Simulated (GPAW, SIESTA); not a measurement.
A GPAW input for a self-consistent single point of SrSi3Ni (I4mm, 5 atoms in the cell) (DFT PBEsol, plane waves, GPAW PAW datasets PBEsol (made by gpaw-setup)):

```python
from ase import Atoms
from ase.units import GPa
from gpaw import GPAW

atoms = Atoms(['Sr', 'Si', 'Si', 'Si', 'Ni'],
              cell=[[-2.049245, 2.049245, 4.804228],
                    [2.049245, -2.049245, 4.804228],
                    [2.049245, 2.049245, -4.804228]],
              scaled_positions=[[0.598900, 0.598900, 0.000000],
                                [0.002090, 0.002090, 0.000000],
                                [0.349960, 0.849960, 0.500000],
                                [0.849960, 0.349960, 0.500000],
                                [0.244780, 0.244780, 0.000000]],
              pbc=True)

calc = GPAW(mode={'name': 'pw', 'ecut': 850},
            xc='PBEsol',
            kpts={'size': (10, 10, 10), 'gamma': True},
            occupations={'name': 'methfessel-paxton', 'width': 0.05, 'order': 0},
            nbands=-9,
            convergence={'density': 1e-05},
            symmetry={'symmorphic': False, 'tolerance': 0.0005},
            maxiter=120)

atoms.calc = calc

energy = atoms.get_potential_energy()
print('Energy (eV):', round(energy, 6))
forces = atoms.get_forces()
print('Forces (eV/Ang):')
print(forces.round(5))
stress = atoms.get_stress()
print('Stress (GPa, Voigt):', (stress / GPa).round(4))
```

Write the same calculation as an input for SIESTA.

One input that does it (others would too):

```
# files in the folder: Sr.psml Si.psml Ni.psml (PseudoDojo PBEsol standard)
SystemName  SrSi3Ni
SystemLabel siesta

NumberOfAtoms                5
NumberOfSpecies              3
%block ChemicalSpeciesLabel
  1 38 Sr
  2 14 Si
  3 28 Ni
%endblock ChemicalSpeciesLabel
LatticeConstant              1.0 Bohr
%block LatticeVectors
    -3.872511812    3.872511812    9.078675160
     3.872511812   -3.872511812    9.078675160
     3.872511812    3.872511812   -9.078675160
%endblock LatticeVectors
AtomicCoordinatesFormat      Bohr
%block AtomicCoordinatesAndAtomicSpecies
     0.000000000   -0.000000000   10.874437107  1
     0.000000000   -0.000000000    0.037948862  2
     3.872511812   -0.000000000    6.354346318  2
     0.000000000    3.872511812    6.354346318  2
     0.000000000   -0.000000000    4.444556211  3
%endblock AtomicCoordinatesAndAtomicSpecies

XC.functional                GGA
XC.authors                   PBEsol
PAO.BasisSize                DZP
PAO.EnergyShift              0.005 Ry
MeshCutoff                   400 Ry
%block kgrid.MonkhorstPack
   10   0   0  0.0
    0  10   0  0.0
    0   0  10  0.0
%endblock kgrid.MonkhorstPack
OccupationFunction           MP
OccupationMPOrder            0
ElectronicTemperature        580.23 K

MaxSCFIterations             150
SCF.Mixer.Method             Pulay
SCF.Mixer.Weight             0.2
SCF.Mixer.History            8
SCF.DM.Tolerance             1.0E-04
Diag.ParallelOverK           true
WriteForces                  true
Charge.Mulliken              end
```

Basis, cutoffs, solver keys and any potentials are the target program's own. This input uses DFT, GGA PBEsol, numerical atomic orbitals DZP, PseudoDojo PBEsol standard norm-conserving potentials (rewritten from UPF to PSML).

The starting cell comes from a database of computed structures (which also holds hypothetical and non-ambient phases and stackings), without a prior relaxation at this level. Its lattice was rescaled by a random factor within 2.5 % of one.
